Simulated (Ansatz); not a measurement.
Levels about the gap of amorphous Zr$_{20}$O$_{43}$La$_{2}$ (65 atoms in a cell of 854 Å³, 5.43 g/cm³; zone centre alone, so wide bands show as single levels with stretches between that a denser mesh fills), at the geometry that PBE relaxed, where it gives -2.4 GPa on a denser mesh. Exact exchange is cut at the faces of this small cell, which leaves a finite-size error. The participation number counts the atoms over which a state spreads; weights are charges in smoothed Voronoi cells. The levels come from a single point, so bond lengths are those of that geometry. Method of the levels: HSE06, scalar-relativistic without spin-orbit coupling (Ansatz, an electronic-structure program). Sampling: the zone centre alone; Fermi-Dirac width 0.02 eV; no spin polarisation.

It comes from a melt-quench run on a machine-learned potential (CHGNet), relaxed afterwards by DFT. O atoms were pushed apart under 1.9 Å during the dynamics, to hinder bonds among them. The hot cell started wider than the set density and was brought back towards it in steps. It is the lowest in DFT energy of 2 quenches. It is a model cell: composition and starting density were chosen by hand, and all elements were melted together. No dispersion term was used. Its density started from a set value of 5.43 and ended at 5.43 g/cm³. The simulated quench (nominally 380 K/ps over its main leg) is rapid and tends to freeze in more defects than a deposited or slowly cooled glass has. Values belong to this one cell and scatter from quench to quench. The volume was held where the preparation left it, at a PBE pressure of -2.4 GPa (tension). Stress components on the final sampling reach 3.4 GPa.

```json
[
 {"E - E(highest filled), eV": "-0.38", "filling": "filled", "participation number": "13.9", "largest on": "O, 3 neighbours", "weight O": "0.95", "weight Zr": "0.04", "weight La": "0.01"},
 {"E - E(highest filled), eV": "-0.34", "filling": "filled", "participation number": "22.7", "largest on": "O, 3 neighbours", "weight O": "0.94", "weight Zr": "0.05", "weight La": "0.01"},
 {"E - E(highest filled), eV": "-0.28", "filling": "filled", "participation number": "21.7", "largest on": "O, 4 neighbours", "weight O": "0.95", "weight Zr": "0.05", "weight La": "0.01"},
 {"E - E(highest filled), eV": "-0.21", "filling": "filled", "participation number": "22.0", "largest on": "O, 4 neighbours", "weight O": "0.94", "weight Zr": "0.05", "weight La": "0.02"},
 {"E - E(highest filled), eV": "-0.18", "filling": "filled", "participation number": "18.3", "largest on": "O, 4 neighbours", "weight O": "0.94", "weight Zr": "0.05", "weight La": "0.01"},
 {"E - E(highest filled), eV": "-0.08", "filling": "filled", "participation number": "14.8", "largest on": "O, 3 neighbours", "weight O": "0.95", "weight Zr": "0.04", "weight La": "0.01"},
 {"E - E(highest filled), eV": "0.00", "filling": "filled", "participation number": "16.0", "largest on": "O, 3 neighbours", "weight O": "0.96", "weight Zr": "0.04", "weight La": "0.01"},
 {"E - E(highest filled), eV": "5.15", "filling": "empty", "participation number": "16.8", "largest on": "Zr, 7 neighbours", "weight O": "0.34", "weight Zr": "0.65", "weight La": "0.01"},
 {"E - E(highest filled), eV": "5.27", "filling": "empty", "participation number": "25.0", "largest on": "Zr, 7 neighbours", "weight O": "0.35", "weight Zr": "0.64", "weight La": "0.01"},
 {"E - E(highest filled), eV": "5.33", "filling": "empty", "participation number": "24.3", "largest on": "Zr, 7 neighbours", "weight O": "0.37", "weight Zr": "0.61", "weight La": "0.02"},
 {"E - E(highest filled), eV": "5.35", "filling": "empty", "participation number": "25.4", "largest on": "Zr, 7 neighbours", "weight O": "0.35", "weight Zr": "0.62", "weight La": "0.03"},
 {"E - E(highest filled), eV": "5.45", "filling": "empty", "participation number": "29.1", "largest on": "Zr, 6 neighbours", "weight O": "0.35", "weight Zr": "0.64", "weight La": "0.02"},
 {"E - E(highest filled), eV": "5.51", "filling": "empty", "participation number": "25.8", "largest on": "Zr, 7 neighbours", "weight O": "0.33", "weight Zr": "0.66", "weight La": "0.02"},
 {"E - E(highest filled), eV": "5.57", "filling": "empty", "participation number": "19.7", "largest on": "Zr, 7 neighbours", "weight O": "0.33", "weight Zr": "0.66", "weight La": "0.01"}
]
```

Most localised among these is the filled level at -0.38 eV, on a O atom, which has 3 neighbours (Zr 1.98 Å, La 2.30 Å, La 2.41 Å).
